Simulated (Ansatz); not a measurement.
**TiAl under a change: isotropic strain −1.89 %**

The reference is TiAl (space group P4/mmm, No. 123; a = 2.8127 Å, c = 4.0619 Å; relaxed with 0.1 eV smearing).

The change: every lattice vector is shortened by 1.89 %; the atoms relax in the strained cell.

Calculations: Ansatz (a first-principles code) r2SCAN, scalar-relativistic without spin-orbit coupling, earlier PAW set. k-mesh 20×20×14 (Γ-centred); smearing 0.1 eV (Fermi–Dirac).

- Volume per atom: 15.17 Å³ (base 16.07 Å³)
- Space group: P4/mmm (No. 123) (base P4/mmm (No. 123))
- Shortest interatomic distance: 2.760 Å (base 2.813 Å)
- Energy relative to the base (free energy F): +21 meV/atom
- Pressure (mean of the normal stresses, compression positive): 7.7 GPa (base 0.0 GPa)
- Band gap: zero (base zero)

Final structure:

```
TiAl
1.0
    2.75952     0.00000     0.00000
    0.00000     2.75952     0.00000
    0.00000     0.00000     3.98517
Al Ti
1 1
Direct
  0.50000   0.50000   0.50000
  0.00000   0.00000   0.00000
```

No phonon test of stability was made. All final runs are without spin polarisation.
